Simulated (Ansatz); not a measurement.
Consider Sc in the hcp (Mg type) structure (space group P6_3/mmc, No. 194; a = 3.275 Å, c = 5.105 Å; relaxed with 0.1 eV smearing).

All numbers come from Ansatz (an electronic-structure program) PBEsol, no spin-orbit coupling.

Strains are applied to the cell and any free atomic positions relax.

One change was made to it. Results:

The pressure (mean of the normal stresses, compression positive) goes from zero to 4.9 GPa; the energy rises by 25 meV/atom.

Q: Name the change that was made.
A. isotropic strain −2.50 %
B. isotropic strain +2.50 %
C. isotropic strain −1.50 %

A: A, isotropic strain −2.50 %. For comparison, the energy relative to the base in the other runs: isotropic strain −1.50 % gives +8.8 meV/atom; isotropic strain +2.50 % gives +22 meV/atom.

Stability against distortions was not tested. All final runs are without spin polarisation.
